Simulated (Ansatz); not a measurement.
System: fluorite HfO2 (high-temperature phase). Method: PBE0-D3(BJ) (Ansatz, a first-principles code, PAW).

Settings: plane-wave cutoff 460 eV, 8×8×8 k mesh, Fermi–Dirac smearing 0.01 eV, scalar-relativistic PAW data made under PBE.

Cell (relaxed at this level):

```xyz
3
Lattice="0.0000 2.5156 2.5156 2.5156 0.0000 2.5156 2.5156 2.5156 0.0000" Properties=species:S:1:pos:R:3 pbc="T T T"
Hf     0.0000     0.0000     0.0000
O      1.2578     1.2578     1.2578
O      3.7734     3.7734     3.7734
```

Q: Give the computed bulk modulus, band gap, Γ–Γ gap and pressure derivative B′ of the bulk modulus.

A: 
- bulk modulus: 281 GPa
- band gap: 6.21 eV (on the SCF k mesh)
- Γ–Γ gap: 7.05 eV
- pressure derivative B′ of the bulk modulus: 4.2

Measured, for comparison: bulk modulus 242 ± 16 GPa (room temperature, not corrected to a static lattice, nanocrystalline cubic HfO2, second-order Birch-Murnaghan; as tabulated in High-pressure structural stability, equation of state, and thermal expansion …). Computed (rounded) less measured: bulk modulus +16 %.

Note: symmetry holds this phase in the static calculation, where it need not be a minimum; held by symmetry at 0 K, a high-temperature phase can be a saddle point.

Spin–orbit coupling is not included.

Static lattice: no zero-point or thermal effects.

The result took very roughly 11 core-minutes.
